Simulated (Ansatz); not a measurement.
Take Sc in the hcp (Mg type) structure (space group P6_3/mmc, No. 194; a = 3.329 Å, c = 5.192 Å) as the base.

Level of theory: Kohn–Sham DFT with the r2SCAN functional, run in Ansatz (a quantum-chemistry and plane-wave program) with PAW and 500 eV plane waves, no spin-orbit coupling.

One change was made to it. Results:

The volume per atom rises by 51.97 Å³ to 76.89 Å³; the c/a ratio grows by 0.0964 to 1.656.

**Question.** Name the change that was made.
A) Sc → Al
B) Sc → K
C) Sc → Ta

**Answer.** B, Sc → K. For comparison, the volume per atom in the other runs: Sc → Al gives 16.01 Å³; Sc → Ta gives 18.48 Å³.

No phonon test of stability was made. For K, Al and Ta in this form, whether it has been made was not checked. All final runs are without spin polarisation. This is not the structure that K has at room temperature and ambient pressure. This is not the structure that Al has at room temperature and ambient pressure. This is not the structure that Ta has at room temperature and ambient pressure.
